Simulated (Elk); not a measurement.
# Variants of one calculation on CaY (P4/mmm, 2 atoms in the cell)

```xyz
2
Lattice="3.6292 0.0000 0.0000 0.0000 3.6292 0.0000 0.0000 0.0000 4.7569" Properties=species:S:1:pos:R:3 pbc="T T T"
Ca     1.8146     1.8146     2.3784
Y      0.0000     0.0000     0.0000
```

Base run A: PBE, all-electron FP-LAPW, Elk's shipped species files, LAPW+lo basis in Elk 10.2.4, self-consistent single point.

Its settings: xctype = 20; rgkmax = 7.5; stype = 0; swidth = 0.00367493 Ha; ngridk = 7 7 5; gmaxvr = 16 1/bohr; nxoapwlo = 1; maxscl = 100.

The starting cell was generated: these elements placed on a structure prototype, without a prior relaxation; it need not be a known phase or ordering of this composition. Values depend on the basis (sphere radii, cutoffs, local orbitals), which need not be converged.

ΔE is the total energy (no entropy term) per atom less that of run A. A dash stands where there is no value to compare (another energy zero or no entropy term, no result, no spin, no clean gap, or a mesh too coarse for one). Absolute energies have different zeros for different potentials, functionals, Hubbard and dispersion terms and are not compared across them.

In an all-electron method the total energy should not depend on the sphere radii; what changes here is the error of basis and core treatment.

Run A gave: k-points 30; basis size 234.

Runs:
- B: epspot: default → 3.7e-09 Ha; epsengy: default → 3.7e-07 Ha
- C: nempty: default → 1.5 per atom
- D: swidth: 0.00367493 Ha → 0.00183747 Ha
- E: ngridk: 7 7 5 → 7 7 6
- F: rgkmax: 7.5 → 6.71
- G: xctype: 20 → 21 [revPBE]
- H: xctype: 20 → default; spinorb: default → true; lmaxi: default → 3; nempty: default → 10 per atom [LDA (PW92), spin-orbit coupling in second variation]
- I: stype: 0 → 1; swidth: 0.00367493 Ha → 0.00734986 Ha
- J: autolinengy: default → true
- K: tshift: default → false
- L: rmtall: default → 2 bohr
- M: rgkmax: 7.5 → 8.5

**Question.** What does run F change against A?

**Answer.** The total energy rises by 164 meV/atom.

**Question.** What does run E change against A?

**Answer.** The total energy rises by 1.3 meV/atom.

```tsv
run	ΔE (meV/atom)	k-points	basis size
A	0.00	30	234
B	0.04	30	234
C	0.00	30	234
D	-3.4	30	234
E	1.29	40	234
F	164.3	30	165
G	–	30	234
H	–	30	234
I	-3.9	30	234
J	-2.0	30	234
K	0.00	30	234
L	79.0	30	407
M	-55.8	30	308
```
